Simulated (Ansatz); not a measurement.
Where the default PAW files enter, the runs use the earlier of Ansatz's two default sets.

```
Al2O3
1.0
    4.80503     0.00000     0.00000
   -2.40252     4.16128     0.00000
    2.40251     1.38709     4.37208
Al O
4 6
Direct
  0.70420   0.85210   0.44370
  0.29580   0.14790   0.55630
  0.29580   0.64790   0.05630
  0.70420   0.35210   0.94370
  0.50000   0.44386   0.75000
  0.50000   0.55614   0.25000
  0.80614   0.05614   0.75000
  0.19386   0.94386   0.25000
  0.19386   0.75000   0.75000
  0.80614   0.25000   0.25000
```

Space group of this cell: R-3c, corundum. The cell is taken as given; by r2SCAN its mean pressure is -7.1 GPa.

All values below come from r2SCAN (plane waves, PAW; Ansatz, an electronic-structure program).

The current runs along the normal of the first two printed vectors; no spin-orbit coupling. Scaled by the factor s: both lengths across the current (ions clamped). The meshes follow the cell: 10×10×10 and 12×12 across at s = 0.98, 8×8×8 and 12×12 across at s = 1.00, 8×8×8 and 12×12 across at s = 1.02.

```tsv
s	mean pressure (GPa)	band gap (eV)
0.98	3.2	7.29
1.00	-7.1	6.76
1.02	-15.6	?
```

### Question
Take the slope of the band gap against ln s from the two given rows, extrapolate to s = 1.02, and say what the run there gives.

### Answer
Slope = (7.29 − 6.76) / ln 0.98 = -26.2 eV. The line gives 6.76 + (-26.2) × ln 1.02 = 6.24 eV. The run gives 6.12 eV, 0.12 eV under the line, 23 % of the predicted step.
